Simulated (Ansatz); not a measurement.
Computed with PBE (plane waves to 420 eV, PAW; Ansatz, a quantum-chemistry and plane-wave program).

Planar average of the electrostatic potential across the slab, in eV from the Fermi level, for a constructed model of the (111) surface of fcc Pd, (√3x√3)R30° surface alloy, Ge on one Pd site of the top plane (bottom of the slab: a bare face, its two planes held):

```json
[
 {"z (Å)": "3.72", "V (eV)": "5.22"},
 {"z (Å)": "4.01", "V (eV)": "5.22"},
 {"z (Å)": "4.30", "V (eV)": "5.22"},
 {"z (Å)": "4.58", "V (eV)": "5.22"},
 {"z (Å)": "4.87", "V (eV)": "5.21"},
 {"z (Å)": "5.16", "V (eV)": "5.20"},
 {"z (Å)": "5.44", "V (eV)": "5.18"},
 {"z (Å)": "5.73", "V (eV)": "5.13"},
 {"z (Å)": "6.02", "V (eV)": "5.03"},
 {"z (Å)": "6.30", "V (eV)": "4.80"},
 {"z (Å)": "6.59", "V (eV)": "4.30"},
 {"z (Å)": "6.88", "V (eV)": "3.18"},
 {"z (Å)": "7.16", "V (eV)": "0.45"},
 {"z (Å)": "7.45", "V (eV)": "-5.98"},
 {"z (Å)": "7.73", "V (eV)": "-13.27"},
 {"z (Å)": "8.02", "V (eV)": "-17.75"},
 {"z (Å)": "8.31", "V (eV)": "-15.58"},
 {"z (Å)": "8.59", "V (eV)": "-8.89"},
 {"z (Å)": "8.88", "V (eV)": "-1.87"},
 {"z (Å)": "9.17", "V (eV)": "1.19"},
 {"z (Å)": "9.45", "V (eV)": "-0.36"},
 {"z (Å)": "9.74", "V (eV)": "-6.63"},
 {"z (Å)": "10.03", "V (eV)": "-13.78"},
 {"z (Å)": "10.31", "V (eV)": "-17.90"},
 {"z (Å)": "10.60", "V (eV)": "-15.47"},
 {"z (Å)": "10.89", "V (eV)": "-8.77"},
 {"z (Å)": "11.17", "V (eV)": "-1.85"},
 {"z (Å)": "11.46", "V (eV)": "0.98"},
 {"z (Å)": "11.74", "V (eV)": "-0.79"},
 {"z (Å)": "12.03", "V (eV)": "-7.21"},
 {"z (Å)": "12.32", "V (eV)": "-14.25"},
 {"z (Å)": "12.60", "V (eV)": "-17.96"},
 {"z (Å)": "12.89", "V (eV)": "-15.08"},
 {"z (Å)": "13.18", "V (eV)": "-8.25"},
 {"z (Å)": "13.46", "V (eV)": "-1.45"},
 {"z (Å)": "13.75", "V (eV)": "1.09"},
 {"z (Å)": "14.04", "V (eV)": "-0.88"},
 {"z (Å)": "14.32", "V (eV)": "-7.41"},
 {"z (Å)": "14.61", "V (eV)": "-14.42"},
 {"z (Å)": "14.90", "V (eV)": "-17.96"},
 {"z (Å)": "15.18", "V (eV)": "-14.87"},
 {"z (Å)": "15.47", "V (eV)": "-7.97"},
 {"z (Å)": "15.76", "V (eV)": "-1.25"},
 {"z (Å)": "16.04", "V (eV)": "1.12"},
 {"z (Å)": "16.33", "V (eV)": "-0.86"},
 {"z (Å)": "16.61", "V (eV)": "-7.37"},
 {"z (Å)": "16.90", "V (eV)": "-14.39"},
 {"z (Å)": "17.19", "V (eV)": "-18.02"},
 {"z (Å)": "17.47", "V (eV)": "-15.10"},
 {"z (Å)": "17.76", "V (eV)": "-8.37"},
 {"z (Å)": "18.05", "V (eV)": "-1.89"},
 {"z (Å)": "18.33", "V (eV)": "-0.03"},
 {"z (Å)": "18.62", "V (eV)": "-2.87"},
 {"z (Å)": "18.91", "V (eV)": "-8.85"},
 {"z (Å)": "19.19", "V (eV)": "-14.34"},
 {"z (Å)": "19.48", "V (eV)": "-16.20"},
 {"z (Å)": "19.77", "V (eV)": "-12.61"},
 {"z (Å)": "20.05", "V (eV)": "-6.06"},
 {"z (Å)": "20.34", "V (eV)": "-0.11"},
 {"z (Å)": "20.63", "V (eV)": "2.73"},
 {"z (Å)": "20.91", "V (eV)": "3.89"},
 {"z (Å)": "21.20", "V (eV)": "4.41"},
 {"z (Å)": "21.48", "V (eV)": "4.65"},
 {"z (Å)": "21.77", "V (eV)": "4.76"},
 {"z (Å)": "22.06", "V (eV)": "4.82"},
 {"z (Å)": "22.34", "V (eV)": "4.84"},
 {"z (Å)": "22.63", "V (eV)": "4.85"},
 {"z (Å)": "22.92", "V (eV)": "4.86"},
 {"z (Å)": "23.20", "V (eV)": "4.86"},
 {"z (Å)": "23.49", "V (eV)": "4.86"},
 {"z (Å)": "23.78", "V (eV)": "4.86"}
]
```

Model: 18-atom slab, 11.3 Å thick at the start, 9x9x1 mesh, Fermi-Dirac 0.1 eV, dipole correction, 6 atoms held, the rest relaxed; start symmetry kept, larger cells not searched; no spin, no spin-orbit, no U. It is one candidate, not shown to be the stable structure of the face.

Q: The surface cell has an area of 20.20 Å². What dipole along the normal does the step between the two vacuum levels imply?

A: the top vacuum level lies 0.36 eV below the bottom one; p = −ε₀ A ΔV (ε₀ = 0.005526 e/(V·Å)) gives 0.04 e·Å a cell.
